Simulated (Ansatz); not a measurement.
## GaN: element substitutions

Start from GaN in the zinc blende structure (space group F-43m, No. 216; a = 4.5485 Å).

Each row replaces one element on all its sites; cell and atoms are relaxed.

Computed with Ansatz (a program for electronic structure), PBE, PAW, cutoff 420 eV, no SOC.

Base values:

The shortest interatomic distance is 1.970 Å.

Problem. The aim is a shortest interatomic distance between 2.534 Å and 2.789 Å. Which of these changes reaches it?
A) N → Sb
B) Ga → B
C) Ga → Al

Solution. A, N → Sb. It gives 2.691 Å; Ga → B gives 1.570 Å; Ga → Al gives 1.907 Å. Changes not listed may reach it too

Whether these cells are dynamically stable was not tested. The final runs are not spin-polarised. This is not the structure that GaN has at room temperature and ambient pressure. This is not the structure that AlN has at room temperature and ambient pressure.
